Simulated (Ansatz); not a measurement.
Data:

```
VAs
1.0
    0.00000     2.83960     2.83960
    2.83960     0.00000     2.83960
    2.83960     2.83960     0.00000
As V
1 1
Direct
  0.75000   0.75000   0.75000
  0.00000   0.00000   0.00000
```

Spin-polarised, with starting moments of sign As− V+.

Method: r2SCAN, PAW, 500 eV (Ansatz, a first-principles code; no spin-orbit coupling). Settings: 14×14×14 k-points, 0.05 eV Fermi–Dirac smearing.

Problem. Predict the band gap and largest site moment.

Solution. The band gap is zero. The largest site moment comes out as 1.92 μB.

The magnetic state is the one reached from the starting moments; the real material's order can differ, and small cells can't hold many antiferromagnetic ones. Stability against distortions was not tested. The cell was made from VSb by this change: Sb → As; the result is a hypothetical phase, not in the database extracts checked. Gaps under 0.05 eV, about the width of the smearing, are given as zero.
